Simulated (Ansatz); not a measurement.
## Response to strain in SrO

Start from SrO in the rock salt structure (space group Fm-3m, No. 225; a = 5.122 Å). Axes: x, y, z lie along the cube axes.

Strains are applied to the cell and any free atomic positions relax; under biaxial strain the out-of-plane vector relaxes too.

The values are results of Ansatz (a quantum-chemistry and plane-wave program), PBEsol, PAW, cutoff 420 eV, no spin-orbit coupling, not measurements.

| biaxial strain, plane normal [001], relaxed out of plane (%) | out-of-plane strain (%) |
|---|---|
| 0 | 0.00 |
| 0.5 | ? |
| 1 | -0.52 |
| 1.5 | -0.77 |
| 2 | -1.02 |
| 3 | -1.48 |

Problem. Fit ε⊥ = −νε + γε² (strains in %) to the rows shown and predict the withheld row.

Solution. Least squares on the printed values gives ν = 0.54 (the biaxial Poisson response) and γ = 0.014 (largest residual 0.00 %); this predicts -0.26 %, and the run gives -0.27 %, in agreement.

Whether these cells are dynamically stable was not tested.
